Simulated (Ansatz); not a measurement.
# MgS: pressure series

Consider MgS in the rock salt structure (space group Fm-3m, No. 225; a = 5.155 Å).

Cell and atoms are relaxed at each pressure.

Method: PBE-D3(BJ), PAW, 420 eV (Ansatz, a first-principles code; scalar-relativistic without spin-orbit coupling).

Candidates:
(a) pressure 5 GPa
(b) pressure 3 GPa
(c) pressure 10 GPa

Base values:

The band gap comes out as 2.85 eV.

### Question
Order them by band gap, highest first.

### Answer
(c) pressure 10 GPa (3.05 eV), (a) pressure 5 GPa (2.96 eV), (b) pressure 3 GPa (2.92 eV)

Load acts through the strain it causes; cell and atoms are relaxed under it. Stability against distortions was not tested. No other phases were tried under pressure. The base started in Pnma and relaxed to Fm-3m at this level.
